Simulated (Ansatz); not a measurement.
Ge2Sb2Te5 (P-3m1, No. 164, 9 atoms in the cell; start mp-3534) was calculated with PBE-D4 in Ansatz (PAW).

Run with plane-wave cutoff 500 eV, 12×12×4 k mesh (along the axes of the cell as run), Fermi–Dirac smearing 0.05 eV, scalar-relativistic PAW data made under PBE.

Cell (relaxed at this level):

```
Ge2Sb2Te5
1.0
    4.22528     0.00000     0.00000
   -2.11264     3.65920     0.00000
    0.00000     0.00000    17.39786
Ge Sb Te
2 2 5
Direct
  0.00000   0.00000   0.34096
  0.00000   0.00000   0.65904
  0.33333   0.66667   0.11390
  0.66667   0.33333   0.88610
  0.00000   0.00000   0.00000
  0.33333   0.66667   0.78668
  0.66667   0.33333   0.21332
  0.33333   0.66667   0.42279
  0.66667   0.33333   0.57721
```

Task: Estimate the band gap that the calculation returns.

Result: 
band gap: 0.01 eV (under three smearing widths, so not firm)

Note: a distance lies near a switch of the dispersion term, which can move the cell; the relaxation could not lower the start's symmetry, so the cell can be a saddle point above a distorted one.

Spin–orbit coupling is not included; with these elements it can move the gap by several tenths of an eV or more.

The computed numbers hold no vibrational or temperature effects.

Cost on a shared machine: around 13 core-minutes (rough).

A start named mp-… is a Materials Project structure, which need not be a measured phase.

Ansatz is a first-principles code.
